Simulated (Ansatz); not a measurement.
We consider CsCl-type FeAl, described by r²SCAN0 in Ansatz (plane waves, PAW).

Numerical settings: plane-wave cutoff 520 eV, 10×10×10 k mesh, Fermi–Dirac smearing 0.05 eV, no spin polarisation, scalar-relativistic PAW data made under PBE.

Computed at the level's own relaxed cell.

Q: What does this level give for the equilibrium volume per atom, bulk modulus B0 and equilibrium lattice constant a?

A: 
* **equilibrium volume per atom**: 11.36 Å³/atom
* **bulk modulus B0**: 184 GPa
* **equilibrium lattice constant a**: 2.832 Å

Measured, for comparison: equilibrium volume per atom 12.32 Å³/atom, lattice constant a 2.910 Å (room temperature, not corrected to a static lattice; as tabulated in Liu et al. (2023), doi:10.1107/s2414314623010659); bulk modulus 152 GPa (room temperature, not corrected to a static lattice; as tabulated in Yamada et al. (2019), arXiv:1910.09660). Computed (rounded) less measured: equilibrium volume per atom -7.8 %, bulk modulus +21 %, lattice constant a -2.7 %.

Note: the run has no spin polarisation, so it can have missed a magnetic state.

Computing time: about 30 core-minutes (a rough figure).

Ansatz is an electronic-structure program.
